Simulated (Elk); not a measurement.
## A self-consistent single point of PbF₂ (Fm-3m, 3 atoms in the cell) with Elk

Method: PBE, all-electron FP-LAPW, Elk's shipped species files, APW+lo basis with extra local orbitals (Elk).

Input as run:

```
tasks
  0

xctype
  20

tforce
  .true.

rgkmax
  8.0

gmaxvr
  18.0

lmaxapw
  10

lmaxo
  8

nxlo
  2

lorbcnd
  .true.

lradstp
  2

nrmtscf
  2.0

lmaxi
  4

stype
  0

swidth
  0.0001

maxscl
  100

scale
  7.80149553

avec
    0.0000000000    0.7071067812    0.7071067812
    0.7071067812    0.0000000000    0.7071067812
    0.7071067812    0.7071067812    0.0000000000

atoms
  2
  'Pb.in'
  1
  0.0000000000  0.0000000000  0.0000000000    0.0 0.0 0.0
  'F.in'
  2
  0.7500000000  0.7500000000  0.7500000000    0.0 0.0 0.0
  0.2500000000  0.2500000000  0.2500000000    0.0 0.0 0.0

ngridk
  10 10 10
```

Output, abridged:

```
│ Elk code version 10.2.4 │

All units are atomic (Hartree, Bohr, etc.)

│ Ground-state run starting from atomic densities │

Lattice vectors :
   0.000000000       5.516490393       5.516490393
   5.516490393       0.000000000       5.516490393
   5.516490393       5.516490393       0.000000000

Unit cell volume      :    335.7519890
Brillouin zone volume :   0.7387900043

Muffin-tin inner radius fraction :   0.1000000000E-01

Nuclei treated as point charges

Species :    1 (Pb)
 parameters loaded from : Pb.in
 name : lead
 nuclear charge    :   -82.00000000
 electronic charge :    82.00000000
 atomic mass :    377702.4940
 muffin-tin radius :    2.757662145
 number of radial points in muffin-tin :   1399
 atomic positions (lattice), magnetic fields (Cartesian) :
   1 :   0.00000000  0.00000000  0.00000000    0.00000000  0.00000000  0.00000000

Species :    2 (F)
 parameters loaded from : F.in
 name : fluorine
 nuclear charge    :   -9.000000000
 electronic charge :    9.000000000
 atomic mass :    34631.97042
 muffin-tin radius :    1.969758675
 number of radial points in muffin-tin :    599
 atomic positions (lattice), magnetic fields (Cartesian) :
   1 :  -0.25000000 -0.25000000 -0.25000000    0.00000000  0.00000000  0.00000000
   2 :   0.25000000  0.25000000  0.25000000    0.00000000  0.00000000  0.00000000

Total number of atoms per unit cell :    3

Spin treatment :
 spin-unpolarised

Number of Bravais lattice symmetries :   48
Number of crystal symmetries         :   48
Crystal has inversion symmetry
Real symmetric eigensolver will be used

k-point grid :     10    10    10
k-point offset :    0.000000000       0.000000000       0.000000000
k-point set is reduced with full crystal symmetry group
Total number of k-points :       47

Muffin-tin radius times maximum |G+k| :    8.000000000
 using average radius
Maximum |G+k| for APW functions       :    3.583598143
   [... lines left out ...]
 potential will be trimmed for |G| > 2 gkmax
Constant for pseudocharge density :   12
Radial integration step length :    2

G-vector grid sizes :     45    45    45
Number of G-vectors :    33079

Maximum angular momentum used for
 APW functions                      :   10
 outer part of muffin-tin           :    8
 inner part of muffin-tin           :    4

Total nuclear charge    :   -100.0000000
Total core charge       :    72.00000000
Total valence charge    :    28.00000000
Total excess charge     :    0.000000000
Total electronic charge :    100.0000000

Effective Wigner radius, rₛ :   0.9289164668

Number of empty states         :   12
Total number of valence states :   26
Total number of core states    :   72

Conduction state local-orbitals added automatically
Total number of local-orbitals :  314

Exchange-correlation functional :     20     0     0
 Perdew-Burke-Ernzerhof, Phys. Rev. Lett. 77, 3865 (1996)
 gradient requirement :    1
 generalised gradient approximation (GGA)

Smearing type :    0
 Gaussian
Smearing width :   0.1000000000E-03
Effective electronic temperature (K) :    31.57750248

Mixing type :    3
 Broyden mixing, J. Phys. A: Math. Gen. 17, L317 (1984)

Kohn-Sham potential initialised from atomic data
│ Self-consistent loop started │
│ Loop number : 1 │
 total energy                :     -21138.3386357
│ Loop number : 2 │
 total energy                :     -21138.3387144
RMS change in Kohn-Sham potential (target) :   0.6701257525     (  0.1000000000E-05)
Absolute change in total energy (target)   :   0.7876464588E-04 (  0.1000000000E-03)
│ Loop number : 3 │
 total energy                :     -21137.8618175
RMS change in Kohn-Sham potential (target) :   0.6442859621     (  0.1000000000E-05)
Absolute change in total energy (target)   :   0.4768771841     (  0.1000000000E-03)
│ Loop number : 4 │
 total energy                :     -21132.7668248
RMS change in Kohn-Sham potential (target) :   0.2772316098     (  0.1000000000E-05)
Absolute change in total energy (target)   :    5.214212094     (  0.1000000000E-03)
│ Loop number : 5 │
 total energy                :     -21129.9286688
RMS change in Kohn-Sham potential (target) :   0.8291811342E-01 (  0.1000000000E-05)
Absolute change in total energy (target)   :    4.141708956     (  0.1000000000E-03)
   [... lines left out ...]
Absolute change in total energy (target)   :   0.7978979887E-02 (  0.1000000000E-03)
│ Loop number : 13 │
 total energy                :     -21128.6018183
RMS change in Kohn-Sham potential (target) :   0.1116053467E-05 (  0.1000000000E-05)
Absolute change in total energy (target)   :   0.2284136099E-02 (  0.1000000000E-03)
│ Loop number : 14 │
 total energy                :     -21128.6017586
RMS change in Kohn-Sham potential (target) :   0.4273018159E-06 (  0.1000000000E-05)
Absolute change in total energy (target)   :   0.6307921940E-03 (  0.1000000000E-03)
│ Loop number : 15 │
 total energy                :     -21128.6017201
RMS change in Kohn-Sham potential (target) :   0.1153487979E-06 (  0.1000000000E-05)
Absolute change in total energy (target)   :   0.1961706439E-03 (  0.1000000000E-03)
│ Loop number : 16 │
 total energy                :     -21128.6017270
RMS change in Kohn-Sham potential (target) :   0.4978975313E-07 (  0.1000000000E-05)
Absolute change in total energy (target)   :   0.4212621934E-04 (  0.1000000000E-03)
Convergence targets achieved

│ Loop number : 17 │

Energies :
 Fermi                       :     0.753562887795E-01
 sum of eigenvalues          :     -13048.4453856
 electron kinetic            :      24570.0135098
 core electron kinetic       :      24389.1920431
 Coulomb                     :     -45287.3826847
 Coulomb potential           :     -37080.7128298
 nuclear-nuclear             :     -1315.36110935
 electron-nuclear            :     -50863.3303209
 Hartree                     :      6891.30874555
 Madelung                    :     -26747.0262698
 xc potential                :     -537.746065610
 exchange                    :     -405.580241585
 correlation                 :     -5.65231061670
 total energy                :     -21128.6017271

Density of states at Fermi energy :   0.8604499370E-05
 (states/Hartree/unit cell)

Estimated indirect band gap :   0.1626746942
 from k-point     47 to k-point     31
Estimated direct band gap   :   0.1677051675
 at k-point     31

Charges :
 core                        :    72.00000000
 valence                     :    28.00000000
 interstitial                :    2.043301053
 muffin-tins (core leakage)
  species :    1 (Pb)
   atom    1                 :    80.02065159     (  0.1427992123E-02)
  species :    2 (F)
   atom    1                 :    8.968023679     (  0.4446221169E-10)
   atom    2                 :    8.968023679     (  0.4446221169E-10)
 total in muffin-tins        :    97.95669895
 total calculated charge     :    99.99899452
 total charge                :    100.0000000
 error                       :   0.1005484764E-02

│ Self-consistent loop stopped │

Forces :
 species :    1 (Pb)
  atom :    1
   Hellmann-Feynman          :    -0.00000000   -0.00000000   -0.00000000
   IBS                       :     0.00000000    0.00000000    0.00000000
   total force               :    -0.00000000   -0.00000000    0.00000000
   total magnitude           :     0.00000000
 species :    2 (F)
  atom :    1
   Hellmann-Feynman          :    -0.00000000    0.00000000   -0.00000000
   IBS                       :     0.00000000   -0.00000000    0.00000000
   total force               :    -0.00000000    0.00000000   -0.00000000
   total magnitude           :     0.00000000
  atom :    2
   Hellmann-Feynman          :     0.00000000   -0.00000000    0.00000000
   IBS                       :    -0.00000000    0.00000000    0.00000000
   total force               :     0.00000000   -0.00000000    0.00000000
   total magnitude           :     0.00000000
```

The run converged in 17 iterations. The count includes the last loop, which Elk runs after its targets are met.

The starting cell comes from a database of computed structures (which also holds hypothetical and non-ambient phases and stackings), without a prior relaxation at this level. Its lattice was rescaled by a random factor within 2.5 % of one. Spin-orbit coupling is off. Values depend on the basis (sphere radii, cutoffs, local orbitals), which need not be converged.
